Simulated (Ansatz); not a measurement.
The starting structures come from a database of crystals and need not be the phases stable at ambient conditions.

The decay constant κ of evanescent states in the gap governs leakage through a thin film.

Data:

```xyz
2
Lattice="4.1747 0.0000 0.0000 0.0000 4.1747 0.0000 2.0874 2.0874 3.0405" Properties=species:S:1:pos:R:3 pbc="T T T"
In     0.0000     0.0000     0.0000
P      4.1747     2.0874     1.5203
```

Space group of this cell: I-4m2. The cell is strained (lengths along the current scaled by 1.03, ions clamped); by r2SCAN its mean pressure is -1.8 GPa.

Transport runs along the normal of the first two printed cell vectors, the (001) (indices of the unstrained crystal) plane of the conventional cell.

No gap correction and no spin-orbit coupling; mid-gap values are interpolated between computed energies.

Question: Give the band gap and the smallest decay constant κ at mid-gap that r2SCAN run with Ansatz (a quantum-chemistry and plane-wave program) yields.

Answer: Gap 0.81 eV on a 10×10×10 mesh; κ = 0.063 1/Å, at the zone centre.
